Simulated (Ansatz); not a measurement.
In3Pd2 (P-3m1, No. 164; cell taken from a computed entry) was calculated with LDA (Ansatz, a quantum-chemistry and plane-wave program, plane waves, PAW).

Settings: plane-wave cutoff 500 eV, 18×18×10 k mesh (along the axes of the cell as run), Fermi–Dirac smearing 0.1 eV, scalar-relativistic PAW data made under PBE.

Computed at the level's own relaxed cell.

Estimate the equilibrium volume per atom, lattice constant a and lattice parameter c that the calculation returns.


* **equilibrium volume per atom**: 19.01 Å³/atom
* **lattice constant a**: 4.489 Å
* **lattice parameter c**: 5.446 Å

The run finds no gap.

Note: the relaxation could not lower the start's symmetry, so the cell can be a saddle point above a distorted one.

Spin–orbit coupling is not included.

Static lattice: no zero-point or thermal effects.

Computing time: about 11 core-minutes (a rough figure).
